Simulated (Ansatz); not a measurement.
Effect of Fe → Ru on Fe

Take Fe in the bcc (W type) structure (space group Im-3m, No. 229; a = 2.865 Å; ferromagnetic) as the base.

Perturbation: full substitution Fe → Ru, then cell and atoms are relaxed.

The values are results of Kohn–Sham DFT with the r2SCAN functional, run in Ansatz (a quantum-chemistry and plane-wave program) with PAW and 500 eV plane waves, no spin-orbit coupling, not measurements. Settings: 21×21×21 k-points, 0.05 eV Fermi–Dirac smearing, for the changed cell.

The volume per atom increases by 2.18 Å³ to 13.93 Å³ and the density goes up by 4.16 g/cm³, from 7.89 g/cm³ to 12.05 g/cm³. The lattice parameter a goes up by 0.1668 Å (2.865 Å → 3.031 Å) and the space group remains Im-3m (No. 229). The shortest interatomic distance grows by 0.144 Å, from 2.481 Å to 2.625 Å and the band gap is still zero.

The magnetic state is the one reached from the starting moments; the real material's order can differ, and small cells can't hold many antiferromagnetic ones. Whether these cells are dynamically stable was not tested. As relaxed here, Ru is a hypothetical phase, not in the database extracts checked. Spin-polarised in the final run: base; the other runs are not. Ru has a high density of states at the Fermi level and may be magnetic at this level.
